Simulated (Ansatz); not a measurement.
Input and output of a self-consistent single point for the (100) slab of LuBi (cut from a parent of space group no. 225; 8 atoms in the cell) (Ansatz, an electronic-structure program).

Level of theory: LDA (PW92), default PAW files made with PBE (plane waves; Ansatz).

```yaml
crystal:
  lattice:
    - [4.40878, 0.00000, 0.00000]
    - [-4.40878, 4.40878, 0.00000]
    - [0.00000, 0.00000, 23.35239]
  atoms:
    - { symbol: Bi, position: [0.00000, 0.00000, 0.43325] }
    - { symbol: Bi, position: [0.00000, 0.50000, 0.29975] }
    - { symbol: Bi, position: [0.00000, 0.00000, 0.70025] }
    - { symbol: Bi, position: [0.00000, 0.50000, 0.56675] }
    - { symbol: Lu, position: [0.00000, 0.00000, 0.29975] }
    - { symbol: Lu, position: [0.00000, 0.50000, 0.43325] }
    - { symbol: Lu, position: [0.00000, 0.00000, 0.56675] }
    - { symbol: Lu, position: [0.00000, 0.50000, 0.70025] }
```

Reference input (self-consistent single point, DFT, LDA (PW92), plane waves, default PAW files made with PBE): basis.ecutwfc = 420 eV; kpoints.mp_grid.grid = 5 5 1; hamiltonian.xc = lda; hamiltonian.pseudopotentials = {kind: paw} (the program's default PAW files); scf.occupations.method = fermi_dirac; scf.occupations.width = 0.1 eV. This run's input differs from it in these lines:

Ansatz 0.2 input:
```diff
@@ -17,3 +17,3 @@
 kpoints:
-  mp_grid: { grid: [5, 5, 1] }
+  mp_grid: { grid: [9, 9, 1] }
 hamiltonian:
```

Log, with long lists cut:

```
SCF iter   1: F=—  HF=-106319.625198 eV  |F-HF|=—  |Δ(HF+E_count)|=         —  Δρ=2.78e-3  dr2=4.69e-2  ethr=1.77e-3  ⟨swp⟩=8.5  Hψ=6619  notcnv=0
all-band conjugate gradients solve this SCF's bands
preconditioner: auto → LDOS
SCF iter   2: F=—  HF=-106319.636544 eV  |F-HF|=—  |Δ(HF+E_count)|=   1.13e-2  Δρ=2.06e-3  dr2=6.12e-2  ethr=2.93e-5  ⟨swp⟩=3.9  Hψ=4592  notcnv=0  defer=4
   [... lines left out ...]
SCF iter   5: F=—  HF=-106319.620995 eV  |F-HF|=—  |Δ(HF+E_count)|=   1.48e-4  Δρ=6.05e-5  dr2=3.19e-5  ethr=6.28e-7  ⟨swp⟩=2.3  Hψ=2817  notcnv=0  defer=1
SCF iter   6: F=—  HF=-106319.620841 eV  |F-HF|=—  |Δ(HF+E_count)|=   1.53e-4  Δρ=2.85e-5  dr2=1.09e-5  ethr=1.99e-8  ⟨swp⟩=3.7  Hψ=3800  notcnv=0  defer=1
SCF iter   7: F=—  HF=-106319.620840 eV  |F-HF|=—  |Δ(HF+E_count)|=   1.94e-6  Δρ=1.17e-5  dr2=2.07e-6  ethr=6.82e-9  ⟨swp⟩=2.0  Hψ=1979  notcnv=0  defer=1
SCF iter   8: F=-106319.620839 eV  HF=-106319.620839 eV  |F-HF|=1.56e-7  |Δ(HF+E_count)|=   2.60e-7  Δρ=3.07e-6  dr2=1.00e-7  ethr=6.25e-11  ⟨swp⟩=10.4  Hψ=11440  notcnv=0
SCF 1 converged in 8 iterations: F = -106319.620839 eV  dr2 = 1.00e-7
Free energy (F): -106319.620839 eV
Internal energy: -106319.582836 eV  (E = F + TS)
E sigma→0 (E₀):  -106319.601837 eV
Entropy (-TS):   -0.038003 eV (-4.750 meV/atom)
Fermi energy:    4.807243 eV
--- Forces (eV/Å), atoms counted from 1 ---
  atom   1  Bi     0.00000000     0.00000000    -0.13206936
  atom   2  Bi    -0.00000000     0.00000000    -0.27471203
  atom   3  Bi    -0.00000000     0.00000000     0.27471203
  atom   4  Bi     0.00000000     0.00000000     0.13206936
  atom   5  Lu     0.00000000     0.00000000     0.89823266
  atom   6  Lu    -0.00000000     0.00000000     0.09784950
  atom   7  Lu    -0.00000000     0.00000000    -0.09784950
  atom   8  Lu     0.00000000     0.00000000    -0.89823266
--- Stress (GPa, compression-positive) ---
       -3.343065       0.000000       0.000000
        0.000000      -3.343065       0.000000
        0.000000       0.000000      -2.021203
  P = ⅓ Tr σ = -2.9024 GPa (-29.024 kbar)
  The stress holds the Pulay correction. Without it, at fixed plane waves, as pw.x and ABINIT print it: P = -2.9188 GPa
```

The run converged in 8 iterations. Against the reference run the free energy falls by 3.8 meV/atom and the largest force moves little (0.896 to 0.898 eV/Å).

The starting cell comes from a database of computed structures (which also holds hypothetical and non-ambient phases and stackings), without a prior relaxation at this level. The slab is cut from that crystal, and its faces are unrelaxed. Its lattice was rescaled by up to half a per cent. Spin-orbit coupling is off.

Cost on one core of a shared machine: roughly 50 s.
